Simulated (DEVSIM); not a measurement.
Structure: abrupt Si n-p junction, at 300 K.

Layer 1 from the left is Si, thickness (μm) 0.310, Nd (cm⁻³) 6e15, τn (s) 9.3e-6, τp (s) 9.3e-6. Layer 2 from the left is Si, thickness (μm) 1.10, Na (cm⁻³) 1.1e13, τn (s) 9.3e-6, τp (s) 9.3e-6.

Left contact: ohmic. Right contact: ohmic. Voltage is applied to the left contact. Recombination: SRH at mid-gap, Auger. Mobility is μmin + (μ − μmin)/(1 + (N/Nref)^α).

The device is made up for the run: typed textbook-type constants, with dimensions and the other settings drawn at random. Values at 300 K.

Si: gap (eV) 1.124, affinity (eV) 4.05, permittivity 11.7, Nc (cm⁻³) 2.86e19, Nv (cm⁻³) 3.1e19, μn (cm²/Vs) 1417, μp (cm²/Vs) 470, μn,min 52, μp,min 45, Nref,n 9.7e16, Nref,p 2.2e17, αn 0.68, αp 0.72, Cn (cm⁶/s) 2.8e-31, Cp (cm⁶/s) 9.9e-32.

Model (solved in DEVSIM): 1D drift-diffusion, Boltzmann statistics, complete ionisation; no tunnelling, impact ionisation, image-force lowering or self-heating.

Question: What does the simulation give for the dark forward voltage at 1 A/cm², the largest field in the device at zero bias, the potential step across the device at zero bias, the dark forward voltage at 100 A/cm²?

Answer: dark forward voltage at 1 A/cm² 0.333 V; largest field in the device at zero bias 5600 V/cm; potential step across the device at zero bias 0.521 V; dark forward voltage at 100 A/cm² 0.597 V.
